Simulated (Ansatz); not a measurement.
A short convergence ladder for LaFeSi (P4mm, 6 atoms in the cell)

```
CELL_PARAMETERS angstrom
      4.15285     0.00000     0.00000
      0.00000     4.15285     0.00000
      0.00000     0.00000     7.32817
ATOMIC_POSITIONS crystal
  La 0.50000 0.00000 0.69495
  La 0.00000 0.50000 0.31187
  Fe 0.00000 0.00000 0.00000
  Fe 0.50000 0.50000 0.00000
  Si 0.50000 0.00000 0.16567
  Si 0.00000 0.50000 0.83433
```
Moments meant for the start (each program seeds them in its own way; μB, in the order of the atoms La La Fe Fe Si Si): 0.0 0.0 4.0 4.0 0.0 0.0.

Base method: PBEsol, default PAW files made with PBE (plane waves; Ansatz, a first-principles code).

Base settings: basis.ecutwfc = 30.9 Ry; kpoints.mp_grid.grid = 6 6 3; hamiltonian.xc = pbesol; hamiltonian.pseudopotentials = {kind: paw} (the program's default PAW files); magnetization.spin_polarized = true; scf.occupations.method = fermi_dirac; scf.occupations.width = 0.0073 Ry.

The count of work is k-points × plane waves × bands × iterations; it is no time. 

**The k-point mesh**

The second cell is the first with its lattice scaled by 0.98.

Only quantities that move along the ladder and can be compared are tabulated.

The magnetic state is not the same in all runs (site moments differ, or a search went on to a lower state), so steps between rows are not convergence errors alone.

| kpoints.mp_grid.grid | free energy less the last step's (meV/atom) | energy of the compressed cell less the first (meV/atom) | pressure (GPa) | largest difference of a force vector from the last step's (eV/Å) | net moment (μB/atom) | count of work / last |
|---|---|---|---|---|---|---|
| 2 2 1 | -4.88 | -39.64 | -7.64 | 0.352 | 0.164 | 0.062 |
| 3 3 2 | 8.21 | -47.05 | -8.62 | 0.055 | 0.000 | 0.28 |
| 5 5 3 | 0.85 | -48.79 | -8.79 | 0.005 | 0.000 | 0.59 |
| 6 6 3 | 0.00 | -48.75 | -8.79 | 0.000 | 0.000 | 1.0 |

Coarsest kpoints.mp_grid.grid that holds the free energy within 2 meV/atom of the last step, with all finer ones: 5 5 3; the step before is off by 8.2 meV/atom.

Coarsest kpoints.mp_grid.grid that holds the energy of the compressed cell less the first within 1 meV/atom of the last step, with all finer ones: 5 5 3; the step before is off by 1.7 meV/atom.

Coarsest kpoints.mp_grid.grid that holds the forces within 0.02 eV/Å of the last step, with all finer ones: 5 5 3; the step before is off by 0.055 eV/Å.

On the base run: the starting cell comes from a database of computed structures (which also holds hypothetical and non-ambient phases and stackings), without a prior relaxation at this level. Its lattice was rescaled by up to half a per cent. One atom was moved a little off its site on purpose. The starting moments vanished: the run ended non-magnetic, which need not be the lowest state. The program warned that a starting moment was not kept. In the base run, with a pressure of about -9 GPa the cell is away from its equilibrium volume at this level. In the base run, forces exceed 1 eV/Å. Ansatz's pressure includes its estimate of the finite-basis (Pulay) stress.

Keys are those of Ansatz 0.2.
